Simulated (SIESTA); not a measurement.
## Short convergence ladders for Pt (Fm-3m, 1 atom in the cell)

```yaml
crystal:
  lattice:
    - [0.00000, 1.95412, 1.95412]
    - [1.95412, 0.00000, 1.95412]
    - [1.95412, 1.95412, 0.00000]
  atoms:
    - { symbol: Pt, position: [0.00000, 0.00000, 0.00000] }
```

Base method: SIESTA 5.4.2 with GGA PBEsol, numerical atomic orbitals DZP, PseudoDojo PBEsol standard norm-conserving potentials (rewritten from UPF to PSML).

Base settings: XC.functional = GGA; XC.authors = PBEsol; potentials = PseudoDojo PBEsol standard; PAO.BasisSize = DZP; PAO.EnergyShift = 0.01 Ry; MeshCutoff = 300 Ry; kgrid.MonkhorstPack = 5 5 5; OccupationFunction = MP; OccupationMPOrder = 0; ElectronicTemperature = 100 meV.

**The cutoff of the real-space grid**

The second cell is the first with its lattice scaled by 0.98.

The mesh stays at the base's, so the ladder's end is converged at best in this setting alone.

Only quantities that move along the ladder and can be compared are tabulated.

| MeshCutoff | free energy less the last step's (meV/atom) | energy of the compressed cell less the first (meV/atom) | pressure (GPa) |
|---|---|---|---|
| 135 Ry (139 Ry used) | -16.32 | 85.63 | 6.32 |
| 165 Ry (176 Ry used) | -10.52 | 86.61 | 5.33 |
| 210 Ry (217 Ry used) | -5.21 | 85.21 | 4.92 |
| 300 Ry (313 Ry used) | -1.79 | 84.77 | 5.48 |
| 450 Ry (489 Ry used) | -0.56 | 85.12 | 5.66 |
| 525 Ry (556 Ry used) | -0.55 | 85.08 | 5.11 |
| 600 Ry (704 Ry used) | -0.08 | 84.77 | 5.15 |
| 720 Ry (869 Ry used) | 0.00 | 84.69 | 5.29 |

Coarsest MeshCutoff that holds the pressure within 0.5 GPa of the last step, with all finer ones: 165 Ry (176 Ry used); the step before is off by 1.0 GPa.

Coarsest MeshCutoff that holds the energy of the compressed cell less the first within 0.2 meV/atom of the last step, with all finer ones: 600 Ry (704 Ry used); the step before is off by 0.38 meV/atom.

Coarsest MeshCutoff that holds the free energy within 0.5 meV/atom of the last step, with all finer ones: 600 Ry (704 Ry used); the step before is off by 0.55 meV/atom.

The energy difference between the two cells stays within 1 meV/atom of the last step's from 210 Ry on, the total only from 450 Ry on: much of the error is common to both cells and cancels.

**The setting basis size**

Level: DFT, GGA PBEsol, numerical atomic orbitals TZDP, PseudoDojo PBEsol standard norm-conserving potentials (rewritten from UPF to PSML).

Moved along: PAO.BasisSize.

The second cell is the first with its lattice scaled by 0.98.

The mesh stays at the base's, so the ladder's end is converged at best in this setting alone.

The sets are ordered by size and need not be nested.

Only quantities that move along the ladder and can be compared are tabulated.

```csv
basis (functions),energy of the compressed cell less the first (meV/atom),pressure (GPa)
SZ (10),184.79,21.62
SZP (13),81.47,3.35
DZ (16),-10.50,-11.57
DZP (19),84.77,5.48
TZP (25),79.05,3.90
TZDP (28),85.05,4.44
```

Coarsest basis (functions) that holds the energy of the compressed cell less the first within 2 meV/atom: not settled: the last two steps still differ by 6.0 meV/atom, over half the tolerance, so the ladder does not show it.

Coarsest basis (functions) that holds the pressure within 0.5 GPa: not settled: the last two steps still differ by 0.54 GPa, over half the tolerance, so the ladder does not show it.

**The relaxed cell against the cutoff**

In this ladder: MD.TypeOfRun = Broyden; MD.Steps = 40; MD.MaxForceTol = 0.02 eV/Ang; MD.VariableCell = true; MD.MaxStressTol = 0.05 GPa.

The mesh stays at the base's, so the ladder's end is converged at best in this setting alone.

Only quantities that move along the ladder and can be compared are tabulated.

| MeshCutoff | relaxed volume (Å³/atom) | relaxation steps |
|---|---|---|
| 150 Ry (174 Ry used) | 15.177 | 7 |
| 210 Ry (215 Ry used) | 15.185 | 8 |
| 300 Ry (309 Ry used) | 15.220 | 3 |
| 450 Ry (482 Ry used) | 15.205 | 4 |
| 600 Ry (694 Ry used) | 15.216 | 3 |

Coarsest MeshCutoff that holds the relaxed volume within 0.015 Å³/atom: not settled: the last two steps still differ by 0.011 Å³/atom, over half the tolerance, so the ladder does not show it.

At the lowest cutoff the cell relaxes to a volume 0.3 % smaller than at the highest.

On the base run: the starting cell has typed, rounded lattice constants, without a prior relaxation at this level. Its lattice was rescaled by up to half a per cent. Spin polarisation is off. Values carry the incompleteness of an atom-centred basis. Without a gap this mesh is coarse (it stands for a supercell whose shortest vector is 14 Å).

Left out of this page: 12 runs of the series outside the window shown, repeating another row's setting, or not comparable.
